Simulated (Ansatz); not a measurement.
CaSi2 (P-3m1), PBEsol, DFPT electron-phonon coupling, linearised Boltzmann equation (Ansatz, an electronic-structure program). Phonon-limited resistivity 17.6 μΩ·cm at 300 K along x (a = (3.88, 0.00, 0.00) Å; b = (-1.94, 3.36, 0.00) Å; c = (0.00, 0.00, 4.80) Å), 24.5 μΩ·cm at 400 K.

**Question.** What temperature coefficient of resistance follows, and how does it compare with 1/T?

**Answer.** (ρ₄₀₀ − ρ₃₀₀)/(100 K × ρ₃₀₀) = 3.92×10⁻³ K⁻¹, against 1/T = 3.33×10⁻³ K⁻¹ for a resistivity proportional to T. It lies higher because phonons are still being populated at 300 K; impurities would add a constant and lower it.

**Question.** Estimate the electronic thermal conductivity at 300 K by the Wiedemann-Franz law (L₀ = 2.44×10⁻⁸ W·Ω/K²).

**Answer.** L₀T/ρ = 2.44×10⁻⁸ × 300/(17.6×10⁻⁸) = 41.6 W/(m·K). Inelastic scattering puts the true Lorenz number somewhat under L₀ near and below the Debye temperature.

**Question.** What is the classical skin depth at 100 GHz (nonmagnetic, μ₀ = 1.257×10⁻⁶ H/m)?

**Answer.** δ = √(ρ/(π f μ₀)) = 668 nm.

A metal at this level (no band gap). Only scattering by harmonic phonons is included (no impurities, grain boundaries, electron-electron scattering or thermal expansion). Spin-orbit coupling is left out. The run warned that the eigensolver left some states short of its tolerance. Halving the electron mesh (24x24x20) moves the resistivity by up to 11 % at 300 K. Smearing 0.20 eV; phonons on a 4x4x3 q mesh, which this run doesn't test.

Formula and space group known from diffraction (Crystallography Open Database), not checked to be the room-temperature form: CaSi2 (P-3m1).
